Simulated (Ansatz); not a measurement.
# Cs2AgBiBr6: pressure series

Take Cs₂AgBiBr₆ (space group Fm-3m, No. 225; a = 11.477 Å) as the base.

Cell and atoms are relaxed at each pressure.

All numbers come from PBE (Ansatz, a quantum-chemistry and plane-wave program), no spin-orbit coupling.

Only one of these has no band gap. Which?
A. pressure 4.2 GPa
B. pressure −1 GPa
C. pressure 60 GPa
D. pressure 9 GPa

C, pressure 60 GPa. Computed: pressure −1 GPa: 1.42 eV; pressure 60 GPa: zero; pressure 4.2 GPa: 1.09 eV; pressure 9 GPa: 0.91 eV

A case with no gap was solved on a k-mesh chosen for an insulator, which is coarse for it. Spin-orbit coupling, missing from the scalar runs, can matter with Bi. Load acts through the strain it causes; cell and atoms are relaxed under it. Whether these cells are dynamically stable was not tested. No other phases were tried under pressure. No Hubbard U is applied, and correlation can decide whether such a compound is a metal. All final runs are without spin polarisation. A zero or small gap of Cs2AgBiBr6 under pressure 60 GPa can be the functional's error rather than a property of the material.
